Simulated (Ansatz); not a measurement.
A free linear chain of C atoms, relaxed period 2.566 Å, atoms relaxed at each strain.

| strain | energy (meV a period) | axial force (nN) |
|---|---|---|
| -0.015 | +28.5 | -2.43 |
| +0.015 | +26.6 | +2.16 |

Calculation: PBE (plane waves to 420 eV, PAW; Ansatz, a program for electronic structure). Mesh 1×1×118. No spin polarisation, so a magnetic state wasn't tested. One-dimensional cell, images about 11 Å apart. A hypothetical model. Symmetry and one short period hold its shape; lower forms weren't sought. Buckling under compression is shut out by symmetry and the short period. Energies are free energies at a Fermi–Dirac width of 0.02 eV, from the unstrained cell.

Question: Work out the axial stiffness dF/dε in two ways.

Answer: From the forces: (+2.16 − (-2.43))/0.030 = 153 nN. From the energies: (E₊ + E₋)/(ε² c) = 0.0551 eV/(0.015² × 2.566 Å) = 95.4 eV/Å = 153 nN. The two agree to within 1 %.
